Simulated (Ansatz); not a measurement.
Model glasses of amorphous HfO2, 53 to 58 atoms (Hf18O36 before any change). Each row is one cell at a composition chosen by hand, melted whole on the CHGNet potential with the anions pushed apart under 1.9 Å, quenched within some picoseconds, far faster than a real film, and relaxed with PBE, scalar-relativistic without spin-orbit coupling (plane waves to 420 eV, PAW; Ansatz, a quantum-chemistry and plane-wave program). Each is the lower in DFT energy of 2 quenches. Cycles of charging and discharging were tried on some cells ahead of these points, and a cell that came back lower was taken. The column on the box says what of it was relaxed with the atoms; held means as the quench left it. Cells that kept moments or hold spare charge are left out. So are cells far out in the fitted variable, so that no row sets the line alone.

At the relaxed places, the spacing of the highest filled and the lowest empty level was computed at the zone centre with PBE and with r2SCAN, without spin polarisation. A level counts as spread where PBE shares it among more than a fifth of the atoms; else the element of the atom with the largest weight is named. Formal charges balance in every cell (each cation at its usual highest valence, Cu and Ag at +1, Sb at +3, H at +1, O at −2, N at −3, F and Cl at −1). r2SCAN ran with plane waves to 500 eV. Where a level is localised, the spacing isn't the band gap.

```csv
cell,change,box,highest filled on,lowest empty on,"spacing, PBE (eV)","spacing, r2SCAN (eV)"
Hf18O39W,"+3 O, +1 W",volume and shape,O,W,3.24,3.56
Hf18O33N2,"+2 N, −3 O",shape,N,spread,3.37,3.77
Hf18O37Sr,"+1 O, +1 Sr",volume and shape,O,spread,3.82,withheld
Hf18O37K2,"+2 K, +1 O",shape,O,spread,3.87,4.34
Hf18O37H2,"+2 H, +1 O",volume,O,spread,3.90,4.35
Hf18O38Ge,"+1 Ge, +2 O",volume and shape,O,spread,3.92,4.39
Hf18O37Ba,"+1 Ba, +1 O",shape,spread,spread,4.09,4.54
```

Fit a straight line of the last column on the one before it through the 6 full rows, and predict the withheld value for Hf18O37Sr.

Means: x = 3.732, y = 4.158. Slope = Σ(Δx Δy) / Σ(Δx²) = 0.6724 / 0.5839 = 1.152; intercept = 4.158 − (1.152) × 3.732 = -0.141 eV; r.m.s. residual 0.024 eV. Prediction: -0.141 + (1.152) × 3.82 = 4.26 eV. The run gave 4.28 eV, a miss of 0.02 eV, within the residual.
